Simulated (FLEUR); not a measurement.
A self-consistent single point of ZnS (F-43m, 2 atoms in the cell) with FLEUR.

Method of the run: LDA (Perdew-Zunger), all-electron FLAPW (FLEUR), scalar-relativistic valence run with FLEUR.

```
CELL_PARAMETERS angstrom
      0.00000     2.69018     2.69018
      2.69018     0.00000     2.69018
      2.69018     2.69018     0.00000
ATOMIC_POSITIONS crystal
  Zn 0.00000 0.00000 0.00000
  S  0.25000 0.25000 0.25000
```

Reference input (self-consistent single point, DFT, PBE, all-electron FLAPW (FLEUR), scalar-relativistic valence): Kmax = 4 1/bohr; GmaxXC = 14 1/bohr; xcFunctional = pbe; jspins = 1; l_soc = F; mode = hist; fermiSmearingEnergy = 0.00036749 Htr; mesh (inpgen div1-3) = 11 11 11; inpgen gamma flag = false; Gmax = 14 1/bohr; numbands = 0; maxIterBroyd = 40. This run's input differs from it in these lines:

```diff
@@ -14,2 +14,3 @@
 &comp jspins=1 /
+&exco xctyp='pz' /
 &kpt div1=11 div2=11 div3=11 /
@@ -26,3 +27,3 @@
       <coreElectrons ctail="T" frcor="F" kcrel="0" coretail_lmax="0"/>
-      <xcFunctional name="pbe" relativisticCorrections="F"/>
+      <xcFunctional name="pz" relativisticCorrections="F"/>
       <magnetism jspins="1"/>
```

Output, abridged:

```
 Iteration:     1   Distance:      10.32116816 me/bohr^3
 Iteration:     2   Distance:       9.09917898 me/bohr^3
 Iteration:     3   Distance:       5.74336806 me/bohr^3
 Iteration:     4   Distance:       2.90181453 me/bohr^3
 Iteration:     5   Distance:       2.65551702 me/bohr^3
   [... 6 lines left out ...]
 Iteration:    12   Distance:       0.00031900 me/bohr^3
 Iteration:    13   Distance:       0.00009338 me/bohr^3
 Iteration:    14   Distance:       0.00009318 me/bohr^3
 Iteration:    15   Distance:       0.00000813 me/bohr^3
 Run finished successfully
 Stop message:
   Structural relaxation: Done

[file out, last iteration]
             iter=     16
[...]
          total density-effective poten   -3.4755044575E+03
          total charge density-energy d   -9.3378717885E+01
 Updated energy parameters for spin:           1
[...]
 fermi energy and band-weighting factors:

[...]
FERMIE:
          first approx. to ef    (T=0)  :   0.146089 htr   (energy of the highest occ. eigenvalue)
          number of occ. states  (T=0)  :        819
          first approx. to seigv (T=0)  :  -1.104498 htr
          sum of weights of occ. states :   9.000000
          sum of semicore charge        :   0.000000 e
FERHIS:  Fermi-Energy by histogram:
          bandgap                     :   0.070314 htr
   [... lines left out ...]
          charge neutrality (T=0)     :   0.000000    (zero if the highest occ. eigenvalue is "entirely" occupied)
 Direct bandgap for spin            1 :    7.0313862256379672E-002  Htr
 ---->    free energy=                     -2191.5119978403 htr
   [... lines left out ...]
      extrapolation for T->0
 ---->    total electron energy=           -2191.5119978403 htr
 ***** TOTAL FORCES ON ATOMS *****
 TOTAL FORCE FOR ATOM TYPE=  1  X=  0.000   Y=  0.000   Z=  0.000
                       FX_TOT= 0.000000 FY_TOT= 0.000000 FZ_TOT= 0.000000
 TOTAL FORCE FOR ATOM TYPE=  2  X=  2.542   Y=  2.542   Z=  2.542
                       FX_TOT= 0.000000 FY_TOT= 0.000000 FZ_TOT= 0.000000
 Structural relaxation: Done
```

The run converged in 15 iterations. FLEUR gives forces in its relaxation mode, with a further iteration, so its stop message speaks of a relaxation. Against the reference run the gap on the mesh goes from 2.167 to 1.913 eV.

The starting cell comes from a database of computed structures (which also holds hypothetical and non-ambient phases and stackings), without a prior relaxation at this level. Its lattice was rescaled by a random factor within 2.5 % of one. Values depend on the basis (sphere radii, cutoffs, local orbitals), which need not be converged.

Cost on one core of a shared machine: roughly 50 s.
